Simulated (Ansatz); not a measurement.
# CdF2: stress against strain

CdF2 (fluorite, Fm-3m, 13.005 Å³/atom and stress up to 0.01 GPa in the relaxed cell, cube axes along x, y and z) under a strain ε along a cube axis (axis z), the other axes held. PBEsol in Ansatz, a plane-wave DFT program (PAW, default set), 420 eV, 11×11×11 Γ-centred mesh, Fermi-Dirac smearing 0.05 eV; ions are relaxed, or left where forces stay under 0.02 eV/Å, within the symmetry of each cell. Stress is positive for a compressed cell.

Here s stands for strain and y for stress zz.

```
strain (%)  stress zz (GPa)
----------  ---------------
-3.00                     ?
-1.50                  2.83
-1.00                  1.86
-0.50                  0.92
0.00                   0.00
0.50                  -0.90
1.00                  -1.79
1.50                  -2.65
```

**Question.** Fit y against s with a straight line, and predict the withheld value at s = -3.00.

**Answer.** Means: s 0, y 0.039. About the means, the sum of products is -12.780 and the sum of squares of s is 7.0000; the slope is their ratio. Least squares gives y = 0.039 - 1.8257·s. Residuals (row less fit): 0.052, -0.005, -0.032, -0.039, -0.026, -0.003, 0.050; standard error 0.041 (degrees of freedom: 5). The slope gives the elastic constant C11 = 183 ± 2 GPa (± standard error of the fit, which holds the terms cut off). At the withheld row, y = 0.039 - 1.8257 × (-3.0) = 5.516 GPa. The calculation gives 5.86 GPa, 0.344 GPa above the prediction (4.0 % of the range of y in the table). The row lies outside the fitted rows, so this is an extrapolation. From the scatter of the fitted rows alone, a prediction at this place has a standard error of 0.064 GPa, so the miss is 5.4 times that.

A polynomial of degree 2 through the 12 other runs of the series gives 5.84 there, so most of the miss is curvature that the fit leaves out. Rows are the converged runs of the series near zero and its far end; series whose fitted rows scatter by over a few per cent of the range, as at a crossing or softening among them, aren't shown in this form, nor equations of state whose B0' disagrees with the runs' pressures. Most that stay on the fit to the last digits aren't either.
